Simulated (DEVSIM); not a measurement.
Device: abrupt GaAs n-p junction, at 400 K.

```tsv
layer (left to right)	material	thickness (μm)	Nd (cm⁻³)	Na (cm⁻³)	τn (s)	τp (s)
1	GaAs	4.90	2e17	-	6.3e-9	6.3e-9
2	GaAs	4.80	-	8.2e15	6.3e-9	6.3e-9
```

Left contact: ohmic. Right contact: ohmic. Voltage is applied to the left contact. Recombination: SRH at mid-gap, Auger. Mobility is constant in doping.

The device is made up for the run: typed textbook-type constants, with dimensions and the other settings drawn at random. Values at 300 K; Nc and Nv go as T^1.5, mobilities as T to minus their exponent, the gap by Varshni's rule with the affinity fixed.

```tsv
parameter	GaAs
gap (eV)	1.424
affinity (eV)	4.07
permittivity	12.9
Nc (cm⁻³)	4.7e17
Nv (cm⁻³)	9e18
μn (cm²/Vs)	8500
μp (cm²/Vs)	400
T exponent of μn	2.1
T exponent of μp	2.2
Cn (cm⁶/s)	1e-30
Cp (cm⁶/s)	1e-30
Varshni α (eV/K)	0.000541
Varshni β (K)	204
```

Simulated with DEVSIM: 1D drift-diffusion, Boltzmann statistics, complete ionisation; no tunnelling, impact ionisation, image-force lowering or self-heating.

The doping Na of layer 2 was swept, all else fixed.

```json
[
 {"doping Na of layer 2 (cm^-3)": "2.5e14", "potential step across the device at zero bias (V)": "0.956", "largest field in the device at zero bias (V/cm)": "27000", "dark forward voltage at 100 A/cm² (V)": "0.875", "dark forward voltage at 1 A/cm² (V)": "0.630"},
 {"doping Na of layer 2 (cm^-3)": "8.2e14", "potential step across the device at zero bias (V)": "0.997", "largest field in the device at zero bias (V/cm)": "29000", "dark forward voltage at 100 A/cm² (V)": "0.879", "dark forward voltage at 1 A/cm² (V)": "0.671"},
 {"doping Na of layer 2 (cm^-3)": "2.5e15", "potential step across the device at zero bias (V)": "1.036", "largest field in the device at zero bias (V/cm)": "34000", "dark forward voltage at 100 A/cm² (V)": "0.895", "dark forward voltage at 1 A/cm² (V)": "0.710"},
 {"doping Na of layer 2 (cm^-3)": "8.2e15", "potential step across the device at zero bias (V)": "1.077", "largest field in the device at zero bias (V/cm)": "50000", "dark forward voltage at 100 A/cm² (V)": "0.923", "dark forward voltage at 1 A/cm² (V)": "0.752"},
 {"doping Na of layer 2 (cm^-3)": "2.5e16", "potential step across the device at zero bias (V)": "1.115", "largest field in the device at zero bias (V/cm)": "…", "dark forward voltage at 100 A/cm² (V)": "…", "dark forward voltage at 1 A/cm² (V)": "…"},
 {"doping Na of layer 2 (cm^-3)": "8.2e16", "potential step across the device at zero bias (V)": "1.156", "largest field in the device at zero bias (V/cm)": "130000", "dark forward voltage at 100 A/cm² (V)": "0.993", "dark forward voltage at 1 A/cm² (V)": "0.831"},
 {"doping Na of layer 2 (cm^-3)": "2.5e17", "potential step across the device at zero bias (V)": "1.195", "largest field in the device at zero bias (V/cm)": "190000", "dark forward voltage at 100 A/cm² (V)": "1.028", "dark forward voltage at 1 A/cm² (V)": "0.867"}
]
```

Problem. Fill in the missing entries.

Solution. 
- 2.5e16, largest field in the device at zero bias (V/cm): 81000
- 2.5e16, dark forward voltage at 100 A/cm² (V): 0.955
- 2.5e16, dark forward voltage at 1 A/cm² (V): 0.791
